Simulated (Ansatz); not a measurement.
CsSnI3: biaxial strain +1.80 %, plane normal [001], relaxed out of plane

Consider CsSnI₃ in the cubic perovskite structure (space group Pm-3m, No. 221; a = 6.131 Å). Axes: x, y, z lie along the cube axes.

Now apply this change: biaxial strain +1.80 %, plane normal [001], relaxed out of plane (Cartesian); in-plane vectors clamped, the third vector and the atoms free.

Level of theory: PBEsol, PAW, 420 eV (Ansatz, a program for electronic structure; without spin-orbit coupling). Γ-centred 8×8×8 mesh, Fermi–Dirac width 0.05 eV.

Space group: P4/mmm (No. 123) (base Pm-3m (No. 221))
Energy relative to the base (free energy F): +4.2 meV/atom
Pressure (mean of the normal stresses, compression positive): -0.51 GPa (base 0.00 GPa)
Band gap: 0.19 eV (base 0.10 eV)
Gap character: direct at A
Out-of-plane strain: -0.38 %
Ratio −ε⊥/ε∥: 0.21
Mean in-plane stress (compression positive): -0.8 GPa

Final structure (turned so that z lies along the plane normal):

```
CsSnI3
1.0
    6.24087     0.00000     0.00000
    0.00000     6.24087     0.00000
    0.00000     0.00000     6.10753
Cs Sn I
1 1 3
Cartesian
  0.00000   0.00000   0.00000
  3.12043   3.12043   3.05376
  3.12043   0.00000   3.05376
  0.00000   3.12043   3.05376
  3.12043   3.12043   0.00000
```

Cost of the whole job for the changed cell (relaxation, final SCF and bands): around 4 core-minutes (rough).

With I present, leaving out spin-orbit coupling can change the band edges. No phonon test of stability was made. Many cubic perovskites are stable only at high temperature; tilts and polar distortions were not tested. The zero or small gap of CsSnI3 can change with the level of theory. k-point labels follow each cell's own Brillouin zone.
